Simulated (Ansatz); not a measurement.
AlRu, pressure series

Take AlRu in the CsCl type structure (space group Pm-3m, No. 221) as the base.

```
AlRu
1.0
    2.98252     0.00000     0.00000
    0.00000     2.98252     0.00000
    0.00000     0.00000     2.98252
Al Ru
1 1
Direct
  0.50000   0.50000   0.50000
  0.00000   0.00000   0.00000
```

Cell and atoms are relaxed at each pressure.

Method: Ansatz (a quantum-chemistry and plane-wave program) r2SCAN, scalar-relativistic without spin-orbit coupling.

Notes on the quantities. enthalpy: H = E + PV relative to the base's energy.

```
case               lattice parameter a       enthalpy
-----------------  -------------------  -------------
base                           2.983 Å              –
pressure −2 GPa                2.992 Å  -0.17 eV/atom
pressure −1 GPa                2.987 Å  -0.08 eV/atom
pressure 0.9 GPa               2.979 Å  +0.07 eV/atom
pressure 2.1 GPa                     …  +0.17 eV/atom
pressure 4.5 GPa               2.963 Å  +0.37 eV/atom
pressure 9 GPa                       …  +0.73 eV/atom
pressure 15 GPa                      …  +1.20 eV/atom
pressure 22.5 GPa              2.899 Å  +1.78 eV/atom
pressure 30 GPa                2.877 Å  +2.35 eV/atom
```

Task: Complete the table.

Result: 
- pressure 2.1 GPa, lattice parameter a: 2.973 Å
- pressure 9 GPa, lattice parameter a: 2.945 Å
- pressure 15 GPa, lattice parameter a: 2.924 Å

Load acts through the strain it causes; cell and atoms are relaxed under it. No phonon test of stability was made. No other phases were tried under pressure. The final runs are not spin-polarised.
